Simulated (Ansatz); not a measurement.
RuAl under load (space group P4/mmm), PBEsol, DFPT electron-phonon coupling, linearised Boltzmann equation in Ansatz (a program for electronic structure). Condition of this run: biaxial stress xx = yy = -3 GPa (compression positive) (the target of the relaxation). Phonon-limited resistivity 6.82 μΩ·cm at 300 K along z (a = (3.00, 0.00, 0.00) Å; b = (0.00, 3.00, 0.00) Å; c = (0.00, 0.00, 2.95) Å), 9.35 μΩ·cm at 400 K, current-weighted mean free path 8.4 nm, Drude plasma energy 7.86 eV.

Question: Estimate the electronic thermal conductivity at 300 K by the Wiedemann-Franz law (L₀ = 2.44×10⁻⁸ W·Ω/K²).

Answer: L₀T/ρ = 2.44×10⁻⁸ × 300/(6.82×10⁻⁸) = 107 W/(m·K). Inelastic scattering puts the true Lorenz number somewhat under L₀ near and below the Debye temperature.

Question: Estimate the resistivity of a 20 nm square wire with diffuse walls from ρ ≈ ρ₀(1 + 3ℓ/4d).

Answer: 1 + 0.75 × 8.4/20 = 1.31, so ρ ≈ 8.97 μΩ·cm and a line 1 μm long has 224 Ω. The formula is the free-electron limit for d well above ℓ; grain boundaries add to it.

Question: What temperature coefficient of resistance follows, and how does it compare with 1/T?

Answer: (ρ₄₀₀ − ρ₃₀₀)/(100 K × ρ₃₀₀) = 3.71×10⁻³ K⁻¹, against 1/T = 3.33×10⁻³ K⁻¹ for a resistivity proportional to T. It lies higher because phonons are still being populated at 300 K; impurities would add a constant and lower it.

A metal at this level (no band gap). Only scattering by harmonic phonons is included (no impurities, grain boundaries, electron-electron scattering or thermal expansion). Spin-orbit coupling is left out. The run warned that the eigensolver left some states short of its tolerance. Halving the electron mesh (28x28x28) moves the resistivity by up to 3 % at 300 K, the mean free path by up to 3 %. Smearing 0.20 eV; phonons on a 5x5x5 q mesh, which this run doesn't test.
